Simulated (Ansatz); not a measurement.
The reference is ZnCu2GeS4 (space group I-4, No. 82).

```
CELL_PARAMETERS angstrom
     -2.63330     2.63330     5.24254
      2.63330    -2.63330     5.24254
      2.63330     2.63330    -5.24254
ATOMIC_POSITIONS crystal
  Cu 0.00000 0.00000 0.00000
  Cu 0.75000 0.25000 0.50000
  Zn 0.25000 0.75000 0.50000
  Ge 0.50000 0.50000 0.00000
  S  0.63049 0.62078 0.49857
  S  0.12222 0.13192 0.50143
  S  0.37922 0.87778 0.00971
  S  0.86808 0.36951 0.99029
```

Cartesian axes are those of the cell as printed.

Calculations: Ansatz (an electronic-structure program) PBEsol, spin-orbit coupling left out.

For the base:

The valence-band top at Γ is 0.00, -0.08, -0.08 eV and the pressure is 0.00 GPa. The band gap is 0.60 eV.

It is then changed as follows: the symmetric strain tensor [0.0050 -0.0049 0.0106; -0.0049 -0.0062 -0.0209; 0.0106 -0.0209 -0.0069]; the atoms relax in the strained cell.

### Question
Predict the new valence-band top at Γ.

### Answer
The valence-band top at Γ (three highest levels, from the VBM) changes from 0.00, -0.08, -0.08 eV to 0.00, -0.12, -0.19 eV.

### Question
Predict the new pressure.

### Answer
The pressure (mean of the normal stresses, compression positive) goes from zero to 0.71 GPa.

### Question
What happens to the band gap?

### Answer
The band gap falls by 0.03 eV, from 0.60 eV to 0.57 eV.

Semilocal Kohn–Sham gaps tend to fall short of experiment. Whether these cells are dynamically stable was not tested. All final runs are without spin polarisation.
